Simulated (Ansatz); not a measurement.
AuIn$_{2}$ (Fm-3m), PBEsol, DFPT electron-phonon coupling, linearised Boltzmann equation (Ansatz, a program for electronic structure): phonon-limited resistivity 7.89 μΩ·cm at 300 K, current-weighted mean free path 15.5 nm.

Problem. What is the classical skin depth at 100 GHz (nonmagnetic, μ₀ = 1.257×10⁻⁶ H/m)?

Solution. δ = √(ρ/(π f μ₀)) = 447 nm.

Problem. Estimate the resistivity of a 40 nm square wire with diffuse walls from ρ ≈ ρ₀(1 + 3ℓ/4d).

Solution. 1 + 0.75 × 15.5/40 = 1.29, so ρ ≈ 10.2 μΩ·cm and a line 1 μm long has 63.6 Ω. The formula is the free-electron limit for d well above ℓ; grain boundaries add to it.

A metal at this level (no band gap). Only scattering by harmonic phonons is included (no impurities, grain boundaries, electron-electron scattering or thermal expansion). Spin-orbit coupling is left out, which matters with elements this heavy. The run warned that the eigensolver left some states short of its tolerance. Halving the electron mesh (24x24x24) moves the resistivity by up to 8 % at 300 K, the mean free path by up to 3 %. Smearing 0.20 eV; phonons on a 4x4x4 q mesh, which this run doesn't test.

Formula and space group known from diffraction (Crystallography Open Database), not checked to be the room-temperature form: AuIn2 (Fm-3m).
